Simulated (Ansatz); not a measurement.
Worked example: self-consistent single point of Cu4I3Br (C2/m, 8 atoms in the cell) in Ansatz (an electronic-structure program).

Method: revPBE, default PAW files made with PBE (plane waves; Ansatz).

```yaml
crystal:
  lattice:
    - [6.63241, -2.00419, 0.00000]
    - [6.63241, 2.00419, 0.00000]
    - [-1.21096, 0.00000, 6.82219]
  atoms:
    - { symbol: Cu, position: [0.37522, 0.37522, 0.12684] }
    - { symbol: Cu, position: [0.62478, 0.62478, 0.87316] }
    - { symbol: Cu, position: [0.87592, 0.87592, 0.62358] }
    - { symbol: Cu, position: [0.12408, 0.12408, 0.37642] }
    - { symbol: I, position: [0.75102, 0.75102, 0.25274] }
    - { symbol: I, position: [0.24898, 0.24898, 0.74726] }
    - { symbol: I, position: [0.00000, 0.00000, 0.00000] }
    - { symbol: Br, position: [0.50000, 0.50000, 0.50000] }
```

Reference input (self-consistent single point, DFT, LDA (PW92), plane waves, default PAW files made with PBE): basis.ecutwfc = 420 eV; kpoints.mp_grid.grid = 5 5 3; hamiltonian.xc = lda; hamiltonian.pseudopotentials = {kind: paw} (the program's default PAW files); scf.occupations.method = cold; scf.occupations.width = 0.1 eV. This run's input differs from it in these lines:

Ansatz 0.2 input:
```diff
@@ -21,3 +21,3 @@
 hamiltonian:
-  xc: lda
+  xc: revpbe
   pseudopotentials:
```

The program printed (abridged):

```
SCF iter   1: F=—  HF=-51860.774240 eV  |F-HF|=—  |Δ(HF+E_count)|=         —  Δρ=5.84e-3  dr2=3.45e-2  ethr=1.77e-3  ⟨swp⟩=6.8  Hψ=7831  notcnv=0  defer=52
all-band conjugate gradients solve this SCF's bands
preconditioner: auto → LDOS
SCF iter   2: F=—  HF=-51860.780102 eV  |F-HF|=—  |Δ(HF+E_count)|=   5.86e-3  S|Δr|=    0.00e0  Δρ=5.04e-3  dr2=2.45e-2  ethr=2.58e-5  ⟨swp⟩=2.0  Hψ=3917  notcnv=0  defer=115
   [... lines left out ...]
SCF iter   8: F=—  HF=-51860.770670 eV  |F-HF|=—  |Δ(HF+E_count)|=   5.52e-8  S|Δr|=    0.00e0  Δρ=2.28e-5  dr2=7.51e-7  ethr=1.35e-9  ⟨swp⟩=2.1  Hψ=2158  notcnv=0  defer=115
SCF iter   9: F=—  HF=-51860.770670 eV  |F-HF|=—  |Δ(HF+E_count)|=   8.74e-8  S|Δr|=    0.00e0  Δρ=1.12e-5  dr2=1.94e-7  ethr=5.61e-10  ⟨swp⟩=2.4  Hψ=2526  notcnv=0  defer=115
SCF iter  10: F=-51860.770670 eV  HF=-51860.770670 eV  |F-HF|=1.83e-8  |Δ(HF+E_count)|=   2.07e-8  S|Δr|=    0.00e0  Δρ=3.53e-6  dr2=2.17e-8  ethr=7.46e-11  ⟨swp⟩=12.4  Hψ=9734  notcnv=0
SCF 1 converged in 10 iterations: F = -51860.770670 eV  dr2 = 2.17e-8
Stability not checked (fill_not_monotonic)
Free energy (F): -51860.770670 eV
Internal energy: -51860.778723 eV  (E = F + TS)
E sigma→0 (E₀):  -51860.773355 eV
Entropy (-TS):   0.008053 eV (1.007 meV/atom)
Fermi energy:    10.232144 eV
--- Forces (eV/Å), atoms counted from 1 ---
  atom   1  Cu    -0.02413459     0.00000000     0.04573185
  atom   2  Cu     0.02413459     0.00000000    -0.04573185
  atom   3  Cu     0.03452660     0.00000000    -0.03526864
  atom   4  Cu    -0.03452660     0.00000000     0.03526864
   [... lines left out ...]
  atom   8  Br     0.00000000     0.00000000     0.00000000
--- Stress (GPa, compression-positive) ---
        1.825816       0.000000      -0.071674
        0.000000       1.984772       0.000000
       -0.071674       0.000000       1.750488
  P = ⅓ Tr σ = 1.8537 GPa (18.537 kbar)
  The stress holds the Pulay correction. Without it, at fixed plane waves, as pw.x and ABINIT print it: P = 1.7936 GPa
```

The run converged in 10 iterations. Against the reference run the pressure goes from -5.86 to 1.85 GPa and the largest force goes from 0.130 to 0.099 eV/Å.

The starting cell comes from a database of computed structures (which also holds hypothetical and non-ambient phases and stackings), without a prior relaxation at this level. Spin-orbit coupling is off. Spin polarisation is off, so a magnetic state, if there is one, cannot be reached. Ansatz's pressure includes its estimate of the finite-basis (Pulay) stress. The run gives no clean gap (levels at the Fermi energy touch, overlap or are partly filled at this smearing), which alone does not show that the compound is a metal.
